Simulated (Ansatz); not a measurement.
We consider ReC (model structure, started from the rocksalt type, Fm-3m, No. 225, 2 atoms in the cell), described by LDA in Ansatz (PAW).

Settings: plane-wave cutoff 520 eV, 22×22×22 k mesh, Fermi–Dirac smearing 0.05 eV, no spin polarisation, scalar-relativistic PAW data made under PBE.

Cell (relaxed at this level):

```cif
data_C4Re4
_chemical_formula_sum 'C4 Re4'
_space_group_name_H-M_alt 'Fm-3m'
_space_group_IT_number 225
_space_group_name_Hall '-F 4 2 3'
_cell_length_a 4.28941
_cell_length_b 4.28941
_cell_length_c 4.28941
_cell_angle_alpha 90.000
_cell_angle_beta 90.000
_cell_angle_gamma 90.000
loop_
_atom_site_label
_atom_site_type_symbol
_atom_site_symmetry_multiplicity
_atom_site_Wyckoff_symbol
_atom_site_fract_x
_atom_site_fract_y
_atom_site_fract_z
_atom_site_occupancy
C1 C 4 a 0.00000 0.00000 0.00000 1
Re1 Re 4 b 0.50000 0.50000 0.50000 1
```
(The calculation used a cell of 2 atoms; values per cell refer to that cell.)

Task: Give the computed bulk modulus B0.

Result: 
- bulk modulus B0: 413 GPa

Note: the run has no spin polarisation, so it can have missed a magnetic state; the bulk modulus is −V dP/dV from two relaxed cells at ±2 % in volume; the relaxation could raise the start's symmetry but not lower it, so the cell can be a saddle point.

Spin–orbit coupling is not included; it can open a gap where bands touch, and shift volumes and moduli.

The computed numbers hold no vibrational or temperature effects.

The result took very roughly 50 core-seconds.

A model structure was made by putting elements into a prototype or built by hand; it is no filed structure, need not be a known phase, and can be a saddle point held by its symmetry.

Ansatz is a program for electronic structure.
